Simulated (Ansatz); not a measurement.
Band-edge transport in semiconductors and insulators: NaCl (Fm-3m) under several functionals (Ansatz, a first-principles code, without spin-orbit coupling). The PBE cell:

```yaml
crystal:
  lattice:
    - [0.00000, 2.84794, 2.84794]
    - [2.84794, 0.00000, 2.84794]
    - [2.84794, 2.84794, 0.00000]
  atoms:
    - { symbol: Na, position: [0.00000, 0.00000, 0.00000] }
    - { symbol: Cl, position: [0.50000, 0.50000, 0.50000] }
```

| Functional | cell relaxed with | volume (Å³/atom) | band gap | electron conductivity mass | hole conductivity mass | Seebeck coefficient, n-type 1e19 cm⁻³ |
|---|---|---|---|---|---|---|
| PBE | PBE | 23.10 | 5.00 eV | 0.41 mₑ | 3.4 mₑ | -190 μV/K |
| PBEsol | PBEsol | 21.98 | 5.01 eV | 0.40 mₑ | 3.1 mₑ | -186 μV/K |
| r2SCAN | PBEsol | 21.98 | ___ | ___ | ___ | ___ |

Given the cheaper levels, estimate the r2SCAN row.


- r2SCAN, band gap: 5.98 eV
- r2SCAN, electron conductivity mass: 0.41 mₑ
- r2SCAN, hole conductivity mass: 3.1 mₑ
- r2SCAN, Seebeck coefficient, n-type 1e19 cm⁻³: -190 μV/K

For the band gap, PBE gives 5.00 eV and r2SCAN 5.98 eV: PBE lies 17 % below.

Masses are for dilute carriers at 300 K, harmonic means over directions unless an axis is named. Seebeck coefficients are for the stated density at 300 K, with one relaxation time for all states and whether or not that doping can be reached. Spin-orbit coupling is left out.
